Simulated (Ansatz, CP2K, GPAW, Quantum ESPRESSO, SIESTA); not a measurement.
Code comparison for VAs2 (C2/m, 6 atoms in the cell)

Self-consistent single point.

```
CELL_PARAMETERS angstrom
      4.57203    -1.66213     0.00000
      4.57203     1.66213     0.00000
     -3.77514     0.00000     6.55013
ATOMIC_POSITIONS crystal
  V  0.84537 0.84537 0.80540
  V  0.15463 0.15463 0.19460
  As 0.59591 0.59591 0.89547
  As 0.40409 0.40409 0.10453
  As 0.14758 0.14758 0.53483
  As 0.85242 0.85242 0.46517
```

Shared settings, as Ansatz (a quantum-chemistry and plane-wave program) writes them: kpoints.mp_grid.grid = 5 5 3; scf.occupations.method = gaussian; scf.occupations.width = 0.2 eV. Potentials and cutoffs stand in the table.

| code | model | pressure (GPa) | largest force (eV/Å) | cutoff |
|---|---|---|---|---|
| Ansatz | LDA (PW92), PAW files made with PBE | -10.59 | 0.231 | default |
| Quantum ESPRESSO | LDA (PZ), GBRV 1.5 ultrasoft (LDA) pseudopotentials | -9.90 | 0.237 | 50 Ry |
| GPAW | LDA (Perdew-Wang 92), GPAW PAW datasets LDA (gpaw-data 1.0.1) | -10.03 | 0.224 | 800 eV |
| CP2K | LDA (Pade form), GPW, DZVP-MOLOPT-SR-GTH basis, GTH-PADE potentials (GTH_POTENTIALS) | -10.22 | 0.244 | grid 600 Ry |
| SIESTA | LDA PW92, numerical atomic orbitals TZP, PseudoDojo LDA standard norm-conserving potentials (rewritten from UPF to PSML) | -9.21 | 0.342 | grid 350 Ry |

Size of the force on each atom (eV/Å): Sizes of forces hide their directions.

```json
[
 {"code": "Ansatz", "V1": "0.065", "V2": "0.065", "As3": "0.200", "As4": "0.200", "As5": "0.231", "As6": "0.231"},
 {"code": "Quantum ESPRESSO", "V1": "0.067", "V2": "0.067", "As3": "0.171", "As4": "0.171", "As5": "0.237", "As6": "0.237"},
 {"code": "GPAW", "V1": "0.063", "V2": "0.063", "As3": "0.174", "As4": "0.174", "As5": "0.224", "As6": "0.224"},
 {"code": "CP2K", "V1": "0.063", "V2": "0.063", "As3": "0.178", "As4": "0.178", "As5": "0.244", "As6": "0.244"},
 {"code": "SIESTA", "V1": "0.137", "V2": "0.137", "As3": "0.121", "As4": "0.121", "As5": "0.342", "As6": "0.342"}
]
```

On Ansatz's run: spin polarisation is off, so a magnetic state, if there is one, cannot be reached.

The spread over the programs that give each value: pressure within 1.38 GPa; largest force within 0.118 eV/Å.

CP2K and SIESTA use small atom-centred bases, whose incompleteness enters pressures, forces and empty levels differently from a plane-wave cutoff. Ansatz's pressure is given at a fixed set of plane waves, as the other plane-wave codes print theirs; with its correction for the finite basis it is -10.52 GPa. The same LDA comes in different parametrisations, which differ slightly. In the force vectors, SIESTA (by 0.162) lies more than 0.08 eV/Å from the median of the plane-wave programs.

The shared mesh is coarse (it stands for a supercell whose shortest vector is 17 Å), so the values are not converged in it.

The starting cell comes from a database of computed structures (which also holds hypothetical and non-ambient phases and stackings), without a prior relaxation at this level. Its lattice was rescaled by a random factor within 2.5 % of one.

Left out of this page: FLEUR (with a known weakness of the program).

Keys are those of Ansatz 0.2.
